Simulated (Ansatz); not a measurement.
# BeSe (model structure, started from the CsCl type, Pm-3m, No. 221, 2 atoms in the cell): properties by level of theory

```tsv
level (code)	lattice constant a (Å)	cohesive energy (eV/atom)
LDA (Ansatz)	3.045	3.39
PBE (Ansatz)	3.104	2.62
PBEsol (Ansatz)	3.067	[?]
PBE-D3(BJ) (Ansatz)	3.051	2.99
```

Question: Some entries are withheld; supply them.

Answer: 
- PBEsol (Ansatz, a first-principles code), cohesive energy (eV/atom): 3.03

Ansatz's density-functional and Hartree–Fock values are scalar-relativistic unless marked +SOC, with PAW data made under PBE.

Free atoms are spin-polarised, in the lowest state found; at levels without +SOC their spin–orbit coupling is left out.

The computed numbers hold no vibrational or temperature effects.

A model structure was made by putting elements into a prototype or built by hand; it is no filed structure, need not be a known phase, and can be a saddle point held by its symmetry.
